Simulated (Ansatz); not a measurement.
LiH (model structure, started from the NiAs type, P6₃/mmc, No. 194, 4 atoms in the cell), treated with PBEsol (Ansatz, a quantum-chemistry and plane-wave program, plane waves, PAW).

Numerical settings: plane-wave cutoff 520 eV, 12×12×8 k mesh (along the axes of the cell as run), Fermi–Dirac smearing 0.01 eV, scalar-relativistic PAW data made under PBE.

Cell (relaxed at this level):

```
CELL_PARAMETERS angstrom
      2.75996     0.00000     0.00000
     -1.37998     2.39019     0.00000
      0.00000     0.00000     4.85935
ATOMIC_POSITIONS crystal
  Li 0.00000 0.00000 0.00000
  Li 0.00000 0.00000 0.50000
  H  0.33333 0.66667 0.25000
  H  0.66667 0.33333 0.75000
```

Task: Give the computed band gap, smallest direct gap on the k points sampled and direct gap at Γ.

Result: 
* **band gap**: 4.12 eV (indirect)
* **smallest direct gap on the k points sampled**: 4.76 eV
* **direct gap at Γ**: 7.50 eV

Note: the relaxation could raise the start's symmetry but not lower it, so the cell can be a saddle point.

Computed values are for the static lattice.

A model structure was made by putting elements into a prototype or built by hand; it is no filed structure, need not be a known phase, and can be a saddle point held by its symmetry.
